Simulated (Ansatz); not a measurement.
Input:

```
As
1.0
    4.86536     0.00000     0.00000
    0.00000     3.75186     0.00000
    0.00000     0.00000    18.28068
As
4
Direct
  0.57642   0.00000   0.56507
  0.92358   0.50000   0.56507
  0.42358   0.00000   0.43493
  0.07642   0.50000   0.43493
```

Method: PBE, rigid bands (plane waves, PAW, scalar-relativistic; Ansatz, a quantum-chemistry and plane-wave program). Condition of this run: biaxial strain +2 %. Geometry: cell and atoms relaxed with PBE, then loaded as said.

Task: Predict the electron conductivity mass (n e² τ/σ) at 300 K, by direction if it differs.

Result: 0.127 (x), 0.099 (y) mₑ.

Task: And the band gap?

Result: 0.90 eV at this level; semilocal functionals usually fall short of the measured gap.

Rigid bands, one relaxation time for all states, no polarons. Spin-orbit coupling is left out; where it splits the top of the valence band it changes the hole mass and lowers the gap by about a third of the splitting.
